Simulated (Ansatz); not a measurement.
This concerns the formation energy of the neutral V_Mo in MoSi2 (I4/mmm). Reaction: 18 MoSi2 (I4/mmm) → cell A + Mo (bcc).

Cell A: a supercell of 54 sites of MoSi2 (I4/mmm) with one empty Mo site amid 10 Si; spin state with PBE: run without spin, k-point mesh 3×3×3.
```xyz
53
Lattice="9.6502 0.0000 0.0000 0.0000 9.6502 0.0000 0.0000 0.0000 7.8737" Properties=species:S:1:pos:R:3 pbc="T T T"
Si     1.6201     1.6201     1.3028
Si     0.0000     0.0000     2.6480
Si     0.0000     0.0000     5.2257
Si     1.6201     1.6201     6.5709
Mo     0.0000     0.0000     0.0000
Mo     1.6120     1.6120     3.9369
Si     1.5993     4.8251     1.3065
Si     0.0000     3.1996     2.6323
Si     0.0000     3.1996     5.2414
Si     1.5993     4.8251     6.5673
Mo     0.0000     3.2155     0.0000
Mo     1.6019     4.8251     3.9369
Si     1.6201     8.0300     1.3028
Si     0.0000     6.4506     2.6323
Si     0.0000     6.4506     5.2414
Si     1.6201     8.0300     6.5709
Mo     0.0000     6.4347     0.0000
Mo     1.6120     8.0382     3.9369
Si     4.8251     1.5993     1.3065
Si     3.1996     0.0000     2.6323
Si     3.1996     0.0000     5.2414
Si     4.8251     1.5993     6.5673
Mo     3.2155     0.0000     0.0000
Mo     4.8251     1.6019     3.9369
Si     4.8251     4.8251     1.2896
Si     3.2545     3.2545     2.6696
Si     3.2545     3.2545     5.2041
Si     4.8251     4.8251     6.5842
Mo     3.2253     3.2253     0.0000
Si     4.8251     8.0509     1.3065
Si     3.2545     6.3956     2.6696
Si     3.2545     6.3956     5.2041
Si     4.8251     8.0509     6.5673
Mo     3.2253     6.4249     0.0000
Mo     4.8251     8.0482     3.9369
Si     8.0300     1.6201     1.3028
Si     6.4506     0.0000     2.6323
Si     6.4506     0.0000     5.2414
Si     8.0300     1.6201     6.5709
Mo     6.4347     0.0000     0.0000
Mo     8.0382     1.6120     3.9369
Si     8.0509     4.8251     1.3065
Si     6.3956     3.2545     2.6696
Si     6.3956     3.2545     5.2041
Si     8.0509     4.8251     6.5673
Mo     6.4249     3.2253     0.0000
Mo     8.0482     4.8251     3.9369
Si     8.0300     8.0300     1.3028
Si     6.3956     6.3956     2.6696
Si     6.3956     6.3956     5.2041
Si     8.0300     8.0300     6.5709
Mo     6.4249     6.4249     0.0000
Mo     8.0382     8.0382     3.9369
```

Reference: Mo (bcc, Im-3m), 1 atom in the cell; spin state with PBE: run without spin, k-point mesh 26×26×26 on the run's own vectors. Conventional cell: a = b = c = 3.1612 Å, α = β = γ = 90.00°.

Reference: MoSi2 (I4/mmm), 54 atoms in the cell, the relaxed perfect crystal repeated, atoms not moved again; spin state with PBE: run without spin, k-point mesh 3×3×3 on the run's own vectors.

Plane-wave PAW calculations with Ansatz (a first-principles code), its default PAW set, cutoff 420 eV. The structures are at rest with PBE, within the held lattices. Neutral cells; Fermi-Dirac smearing of at most 0.10 eV in the solids, energies taken to zero width. Larger cells are relaxed from a start prepared with the learned potential CHGNet, on a coarser mesh till forces fall under 0.03 eV/Å, which some starts already meet. A dispersion term (D3(BJ), or D4 for r2SCAN) was computed beside these levels and is taken off wherever the name lacks it. Space groups of crystals are read within 0.01 Å. Static lattices, no vibrational contributions. No structure search was made; lower ones may exist. No correction for cell size. Mesh and cell size may move defect energies by 0.1 eV or more. The value holds for the reservoirs listed; other chemical potentials shift it. Cell A has symmetry P4/mmm within 0.02 Å and got no random move, so less symmetric positions, which may lie lower, weren't tried.

Question: What is the computed value (PBE)?

Answer: 3.77 eV, for 18 MoSi2 (I4/mmm) → cell A + Mo (bcc).
